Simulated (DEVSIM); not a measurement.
System: abrupt CdTe n-p junction, at 400 K.

| layer (left to right) | material | thickness (μm) | Nd (cm⁻³) | Na (cm⁻³) | τn (s) | τp (s) |
|---|---|---|---|---|---|---|
| 1 | CdTe | 53.0 | 6.4e16 | - | 2.6e-8 | 2.6e-8 |
| 2 | CdTe | 0.430 | - | 1e13 | 2.6e-8 | 2.6e-8 |

Left contact: ohmic. Right contact: ohmic. Voltage is applied to the left contact. Recombination: SRH at mid-gap, radiative, Auger. Mobility is constant in doping.

The device is made up for the run: typed textbook-type constants, with dimensions and the other settings drawn at random. Values at 300 K; Nc and Nv go as T^1.5, mobilities as T to minus their exponent, the gap by Varshni's rule with the affinity fixed.

```tsv
parameter	CdTe
gap (eV)	1.5
affinity (eV)	4.28
permittivity	10.2
Nc (cm⁻³)	8e17
Nv (cm⁻³)	1.8e19
μn (cm²/Vs)	1000
μp (cm²/Vs)	80
T exponent of μn	1.7
T exponent of μp	1.5
B (cm³/s)	1e-10
Cn (cm⁶/s)	1e-30
Cp (cm⁶/s)	1e-30
Varshni α (eV/K)	0.00031
Varshni β (K)	108
```

DEVSIM, 1D drift-diffusion, Boltzmann statistics, complete ionisation; no tunnelling, impact ionisation, image-force lowering or self-heating.

Tabulate band edges, carrier densities and field at 20.0 V on the left contact.

Energies count from the Fermi level of the right contact; mesh points crowd at the junctions.

```
x (μm)   Ec (eV)  Ev (eV)  n (cm⁻³)  p (cm⁻³)  field (V/cm)
-------  -------  -------  --------  --------  ------------
0.000    -19.898  -21.369    6.4e16       160           ≈ 0
0.03029  -19.898  -21.369    6.4e16       160           ≈ 0
0.1039   -19.898  -21.369    6.4e16       160           ≈ 0
0.2651   -19.898  -21.369    6.4e16       160           ≈ 0
0.8456   -19.898  -21.369    6.4e16       160           ≈ 0
1.942    -19.898  -21.369    6.4e16       160           ≈ 0
4.420    -19.898  -21.369    6.4e16       160           ≈ 0
13.34    -19.898  -21.369    6.4e16       160           ≈ 0
30.49    -19.898  -21.369    6.4e16       160           ≈ 0
43.06    -19.898  -21.369    6.4e16       160           ≈ 0
48.62    -19.898  -21.369    6.4e16       140           ≈ 0
51.56    -19.898  -21.369    6.4e16     < 1e2           ≈ 0
52.38    -19.898  -21.369    6.4e16     < 1e2           ≈ 0
52.75    -19.648  -21.119    4.6e13     < 1e2         70000
52.93    -16.443  -17.914   1300000     63000        280000
52.98    -14.872  -16.343   1100000     70000        340000
53.01    -14.024  -15.495   1000000     75000        350000
53.05    -12.707  -14.178   1000000     87000        350000
53.16     -8.473   -9.944   1000000    130000        350000
53.31     -3.257   -4.728   1000000    180000        350000
53.39     -0.590   -2.061   1000000    200000        350000
53.43      0.959   -0.511   1000000    1.0e13        350000
```
